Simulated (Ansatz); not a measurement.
Take MoS₂ (space group P6_3/mmc, No. 194; a = 3.149 Å, c = 12.089 Å; layered, stacked along the Cartesian z axis) as the base. Axes: x lies along a and z along c of the hexagonal cell.

Level of theory: PBE-D3(BJ)/PAW in Ansatz (a program for electronic structure), without spin-orbit coupling.

For the base:

The shortest interatomic distance is 2.400 Å and the valence-band top at Γ comes out as 0.00, -1.11, -1.29 eV. The pressure is 0.00 GPa and the width of the top valence band is 1.69 eV.

Now apply this change: the cell is compressed by 1.80 % along z with no lateral relaxation; the atoms relax in the strained cell.

Q: Predict the new shortest interatomic distance, valence-band top at Γ, pressure and width of the top valence band.

A: The shortest interatomic distance falls by 0.0021 Å, from 2.400 Å to 2.397 Å; the valence-band top at Γ (three highest levels, from the VBM) changes from 0.00, -1.11, -1.29 eV to 0.00, -1.01, -1.37 eV; the pressure (mean of the normal stresses, compression positive) goes from zero to 0.60 GPa; the width of the top valence band rises by 0.08 eV (1.69 eV → 1.77 eV).

The levels and masses belong to the bands next to the band gap. Whether these cells are dynamically stable was not tested.
